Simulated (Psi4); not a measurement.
Psi4 1.11, unrestricted PBE0/def2-svpd: Cu(OH)(SH)(NH3)2 ([NH3]->[Cu](<-[NH3])([OH])[SH]), charge 0, multiplicity 2, 13 atoms. The geometry is a generated start, not checked to be a minimum at this level.

```yaml
task: energy
method: pbe0
basis: def2-svpd
memory: 3 GB
maxiter: 100
keys_of_the_molecule_block: symmetry c1
scf_type: df (default)
guess: auto, which took SAD (default)
scf_initial_accelerator: adiis (default)
e_convergence: 1e-06 (default)
d_convergence: 1e-06 (default)
dft_radial_points: 75 (default)
dft_spherical_points: 302 (default)
basis_functions: 188
grid_points: 279809
```

```xyz
13

Cu    -0.5757     0.2477    -0.0093
O     -1.4055     1.8276    -0.1994
H     -2.3157     1.8564     0.0996
S     -0.2695    -0.4968     2.1166
H     -0.3276     0.6843     2.6939
N      1.5822     0.7677    -0.3151
H      2.0877     0.4248     0.4971
H      1.5449     1.7799    -0.2747
H      2.0597     0.4834    -1.1618
N     -0.5937    -1.6504    -0.7885
H     -1.0871    -2.2181    -0.1067
H      0.3578    -1.9939    -0.8646
H     -1.0575    -1.7125    -1.6870
```

Charge 0 and multiplicity 2 are set for this test and not shown to be the ground state.

One run each on 2 threads. Values of diis_max_vecs tried: 3, 6, 10 (default), 20.

Q: Predict the course of the SCF iterations along this series.

A: Fewest SCF iterations, within one of each other: 10 (default) with 21, 20 with 22. The count rises to 58 at 3. All converge to one solution.

| diis_max_vecs | SCF iterations | end |
|---|---|---|
| 3 | 58 | same solution |
| 6 | 24 | same solution |
| 10 (default) | 21 | same solution |
| 20 | 22 | same solution |
